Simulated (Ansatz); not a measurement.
Ta3N5 (Cmcm, No. 63), treated with LDA in Ansatz (PAW).

Numerical settings: plane-wave cutoff 500 eV, 12×12×4 k mesh (along the axes of the cell as run), gaussian smearing 0.02 eV, scalar-relativistic PAW data made under PBE.

Computed at the level's own relaxed cell.

### Question
Give the computed volume per atom and band gap.

### Answer

- volume per atom: 12.44 Å³/atom
- band gap: 1.12 eV (on the SCF k mesh)

Measured, for comparison: band gap 2.18 eV (temperature not stated, not corrected to a static lattice, indirect, Tauc analysis with phonon absorption and emission, films; as tabulated in Eichhorn et al. (2021), doi:10.1039/d1ta05282a).

Spin–orbit coupling is not included.

Ansatz is a first-principles code.
